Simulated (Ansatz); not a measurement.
MgO (Fm-3m), r2SCAN, rigid bands (Ansatz, a quantum-chemistry and plane-wave program): Condition of this run: hydrostatic pressure 2 GPa (the target of the relaxation). band gap 5.80 eV, N_c = 5.82e18 cm⁻³ and N_v = 2.76e20 cm⁻³ at 300 K, conductivity masses of 0.377 mₑ (electrons) and 2.26 mₑ (holes). Take k_BT = 0.02585 eV.

### Question
Find the intrinsic carrier density and the intrinsic Fermi level.

### Answer
n_i = √(N_c N_v) exp(−E_g/2k_BT) = 4.01e19 × exp(−112.18) = 7.7e-30 cm⁻³. The level lies (k_BT/2) ln(N_v/N_c) = 50 meV from mid-gap (positive towards the conduction band). Each 0.1 eV added to the gap lowers n_i by a factor of 6.9.

### Question
What thermal injection velocity √(2k_BT/πm) limits a ballistic channel?

### Answer
8.76e6 cm/s for electrons and 3.58e6 cm/s for holes, a ratio of √(m_h/m_e) = 2.45, for dilute carriers.

### Question
A film of it is 8 nm thick. Estimate the confinement energies in an infinite well.

### Answer
ħ²π²/(2m t²) = 0.376 eV·nm²/(m/mₑ × t²) gives 15.6 meV for electrons and 2.60 meV for holes, so the gap would widen to about 5.82 eV. Finite barriers and nonparabolic bands lower this, and with several valleys or bands the heaviest mass along the normal sets the lowest level, not this average.

Rigid, parabolic bands with the computed gap; masses take one relaxation time for all states. Spin-orbit coupling is left out.
